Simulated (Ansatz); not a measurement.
# Step by step: formation energy of CeNiAsO (P4/nmm) from the elements

Consider the formation energy of CeNiAsO (P4/nmm) from the elements. Reaction: As (R-3m) + Ce (fcc) + Ni (fcc) + 1/2 O2 (gas) → CeNiAsO (P4/nmm). The sign is products less reactants. The value is per atom of the solid.

CeNiAsO (P4/nmm), 8 atoms in the cell; this is a cell whose start was taken from, or built on, an entry of a structure database, and that this text hasn't matched to a measured one; spin state with PBE: no moments. Conventional cell: a = 3.967 Å, b = 3.967 Å, c = 7.873 Å, α = 90.00°, β = 90.00°, γ = 90.00°.

Ni (fcc, Fm-3m), 1 atom in the cell; spin state with PBE: net moment 0.6 μB a cell.

Setting: static, neutral cells in Ansatz (PAW) whose structures rest at the PBE+D3(BJ) level. Ansatz (a program for electronic structure) runs with its default PAW set. Spin-orbit coupling is left out. The d electrons get no Hubbard U. Runs with 4f elements can settle in higher electronic states, so these values are less sure. No search over spin orders was made beyond those shown.

Total energies of the cells in eV, at zero smearing width. They compare only within one column; the weights balance every element.

| cell | atoms | weight | PBE+D3(BJ) |
|---|---|---|---|
| CeNiAsO (P4/nmm) | 8 | +1 | -35690.97197 |
| As (R-3m) | 2 | −1 | -9713.10870 |
| Ce (fcc) | 1 | −2 | -6576.16224 |
| Ni (fcc) | 1 | −2 | -5840.19243 |
| O2 (gas) | 2 | −1 | -1129.94420 |

PBE+D3(BJ): (-35690.97197) − (-9713.10870) − 2 × (-6576.16224) − 2 × (-5840.19243) − (-1129.94420) = -15.210 eV; dividing by 8 atoms gives -1.90 eV/atom.

What follows from the PBE+D3(BJ) value: A formula unit of CeNiAsO has 4 atoms, so it forms with -1.9012 × 4 = -7.605 eV, or -733.8 kJ/mol at 96.485 kJ/mol per eV.
